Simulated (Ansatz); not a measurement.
**What pressure 0.3 GPa does to TaSi2**

Consider TaSi$_{2}$ (space group P6_222, No. 180; a = 4.776 Å, c = 6.563 Å).

The change: cell and atoms relaxed at a pressure of 0.3 GPa.

All numbers come from r2SCAN, PAW, 500 eV (Ansatz, a first-principles code; scalar-relativistic without spin-orbit coupling). Γ-centred 11×11×7 mesh, Fermi–Dirac width 0.05 eV.

The volume per atom shrinks by 0.02 Å³ (14.40 Å³ → 14.38 Å³) and the density rises by 0.014 g/cm³, from 9.11 g/cm³ to 9.13 g/cm³. The c/a ratio stays 1.374 and the enthalpy H = E + PV relative to the base's energy comes out as +0.03 eV/atom. The band gap stays zero.

Load acts through the strain it causes; cell and atoms are relaxed under it. No phonon test of stability was made. All final runs are without spin polarisation. An odd electron count without spin: TaSi2.
